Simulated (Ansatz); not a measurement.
The parent structure is CdSe in the zinc blende structure (space group F-43m, No. 216).

```
CdSe
1.0
    0.00000     3.06658     3.06658
    3.06658     0.00000     3.06658
    3.06658     3.06658     0.00000
Cd Se
1 1
Direct
  0.00000   0.00000   0.00000
  0.25000   0.25000   0.25000
```

Cartesian axes are those of the cell as printed.

Method: Ansatz (a program for electronic structure), r2SCAN, PAW, cutoff 500 eV, scalar-relativistic without spin-orbit coupling.

Before the change:

The shortest interatomic distance is 2.656 Å, the valence-band top at Γ is 0.00, 0.00, 0.00 eV and the band gap is 1.04 eV.

Modification: biaxial strain −1.00 %, plane normal [001], relaxed out of plane (Cartesian); in-plane vectors clamped, the third vector and the atoms free.

Task: What happens to the shortest interatomic distance, in-plane stress, valence-band top at Γ and band gap?

Result: The shortest interatomic distance shrinks by 0.005 Å (2.656 Å → 2.651 Å); the mean in-plane stress (compression positive) is +0.4 GPa; the valence-band top at Γ (three highest levels, from the VBM) becomes 0.00, 0.00, -0.08 eV (base: 0.00, 0.00, 0.00 eV); the band gap falls by 0.02 eV, from 1.04 eV to 1.02 eV.

Stability against distortions was not tested.
